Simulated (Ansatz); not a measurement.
The cell is built on a prototype and need not be the phase stable at ambient conditions.

By PBEsol, the system below comes out a metal.

Without scattering a metal conducts by its projected Fermi surface.

Given:

```
CELL_PARAMETERS angstrom
      5.63269     0.00000     0.00000
     -2.81634     4.87805     0.00000
      2.81634     1.62602     2.29954
ATOMIC_POSITIONS crystal
  Ga 0.50000 0.50000 0.00000
  Ga 0.00000 0.50000 0.00000
  Ga 0.50000 0.00000 0.00000
  Ta 0.00000 0.00000 0.00000
```

Space group of this cell: Pm-3m, Cu3Au type. The cell was relaxed by PBE-D3(BJ); by PBEsol its mean pressure is -0.8 GPa.

The current flows along the normal of the first two printed cell vectors. No spin-orbit coupling; the value is a mean over 0.1 eV about the Fermi level.

**Question.** Predict the ballistic conductance per area from PBEsol (Ansatz, a first-principles code).

**Answer.** 1.0 × 10¹⁵ S/m² for both spins.
